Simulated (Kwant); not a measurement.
GaN/Al0.2Ga0.8N stack with 1 barrier

Model system: GaN/Al0.2Ga0.8N stack with 1 barrier. One parabolic valley. Leads of mass 0.2 mₑ with the band edge at 0; grid 0.1 nm; bias swept from 0.014 to 0.43979 V, dropping linearly over the stack. Emitter Fermi level 0.029 eV, 300 K, equal in the collector.

```tsv
layer	thickness (nm)	band offset (eV)	mass (mₑ)
1	1.4	0.35	0.22
```

Constants are typed, rounded textbook-type inputs, not results; the design itself was drawn at random and stands for no fabricated device.

Model: one-band effective-mass tight-binding model in one dimension, coherent, no space charge, current by the Tsu-Esaki formula (Kwant).

```csv
bias (V),J (A/cm²)
0.01400,62000
0.03766,149000
0.06131,212000
0.08497,259000
0.1086,296000
0.1323,329000
0.1559,359000
0.1796,388000
0.2032,417000
0.2269,446000
0.2505,474000
0.2742,504000
0.2979,533000
0.3215,563000
0.3452,593000
0.3688,624000
0.3925,655000
0.4161,687000
0.4398,720000
```
